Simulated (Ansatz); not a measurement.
**TiSi (model structure, started from the CsCl type, Pm-3m, No. 221, 2 atoms in the cell)**

All values below come from PBEsol in Ansatz (plane waves, PAW).

Run with plane-wave cutoff 500 eV, 12×12×12 k mesh, Fermi–Dirac smearing 0.05 eV, no spin polarisation, scalar-relativistic PAW data made under PBE.

Cell (relaxed at this level):

```
TiSi
1.0
    3.07894     0.00000     0.00000
    0.00000     3.07894     0.00000
    0.00000     0.00000     3.07894
Ti Si
1 1
Direct
  0.00000   0.00000   0.00000
  0.50000   0.50000   0.50000
```

```
Quantity         Result
--------  -------------
band gap  zero (no gap)
```

Note: the relaxation could raise the start's symmetry but not lower it, so the cell can be a saddle point.

Static lattice: no zero-point or thermal effects.

Cost on a shared machine: roughly 18 core-seconds.

A model structure was made by putting elements into a prototype or built by hand; it is no filed structure, need not be a known phase, and can be a saddle point held by its symmetry.

Ansatz is a program for electronic structure.
